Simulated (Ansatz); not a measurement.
## What pressure 0.7 GPa does to NaF

The reference is NaF in the rock salt structure (space group Fm-3m, No. 225; a = 4.701 Å).

The change: cell and atoms relaxed at a pressure of 0.7 GPa.

Calculations: DFT with PBE, PAW potentials and a 420 eV plane-wave cutoff in Ansatz (a first-principles code), spin-orbit coupling left out. Settings: 12×12×12 k-points, 0.05 eV Fermi–Dirac smearing.

The volume per atom drops by 0.193 Å³ (12.99 Å³ → 12.79 Å³) and the density increases by 0.04 g/cm³ (2.68 g/cm³ → 2.72 g/cm³). The shortest interatomic distance decreases by 0.012 Å to 2.339 Å and the enthalpy H = E + PV relative to the base's energy comes out as +0.06 eV/atom. The band gap increases by 0.08 eV (6.09 eV → 6.17 eV) and the gap character is still direct at Γ. The width of the top valence band stays essentially unchanged (0.53 eV against 0.54 eV) and the electron mass is still 0.56 mₑ (at Γ).

Final structure:

```yaml
crystal:
  lattice:
    - [0.00000, 2.33887, 2.33887]
    - [2.33887, 0.00000, 2.33887]
    - [2.33887, 2.33887, 0.00000]
  atoms:
    - { symbol: Na, position: [0.00000, 0.00000, 0.00000] }
    - { symbol: F, position: [0.50000, 0.50000, 0.50000] }
```

Load acts through the strain it causes; cell and atoms are relaxed under it. Masses are band curvatures over ±0.01 Å⁻¹ around the edge. Whether these cells are dynamically stable was not tested.
